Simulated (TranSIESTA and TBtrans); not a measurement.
Run with TranSIESTA and TBtrans (open boundaries, self-consistent; PseudoDojo norm-conserving potentials, scalar-relativistic): PAO.BasisSize DZP, PAO.EnergyShift 0.15 eV, XC.Authors PBE, Mesh.Cutoff 200 Ry, ElectronicTemperature 300 K, TS.Voltage 0.0 eV, TBT.Elecs.Eta 0.001 eV, no spin polarisation.

Junction: Sn chain with one S atom inserted. Leads: straight Sn chain, spacing 2.75 Å. Geometry: 3 atoms about the centre moved by SIESTA (PBE, DZP) to a largest force of 0.01 eV/Å, all others as built, motion along the axis alone.

Predict: conductance at 300 K (G0 = 2e²/h); mean T from −0.5 to 0.5 eV.

conductance at 300 K (G0 = 2e²/h): 2.26; mean T from −0.5 to 0.5 eV: 2.13. The straight chain is held at its spacing; free chains may zigzag or dimerise. No spin-polarised start was tried, so a magnetic state, if there is one, is missed.
